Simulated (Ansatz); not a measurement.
Take InAs in the zinc blende structure (space group F-43m, No. 216) as the base.

```
InAs
1.0
    0.00000     3.05478     3.05478
    3.05478     0.00000     3.05478
    3.05478     3.05478     0.00000
In As
1 1
Direct
  0.00000   0.00000   0.00000
  0.25000   0.25000   0.25000
```

All numbers come from Ansatz (a quantum-chemistry and plane-wave program) r2SCAN, without spin-orbit coupling.

For the base:

| Quantity | Value |
|---|---|
| Band gap | 0.08 eV |
| Density | 5.53 g/cm³ |

It is then changed as follows: hydrostatic tension (pressure −1 GPa).

What happens to the band gap?

The band gap goes from 0.08 eV to zero.

What does the calculation give for the density after the change?

The density drops by 0.10 g/cm³, from 5.53 g/cm³ to 5.43 g/cm³.

A case with no gap was solved on a k-mesh chosen for an insulator, which is coarse for it. Load acts through the strain it causes; cell and atoms are relaxed under it. No phonon test of stability was made. All final runs are without spin polarisation. A zero or small gap of InAs can be the functional's error rather than a property of the material.
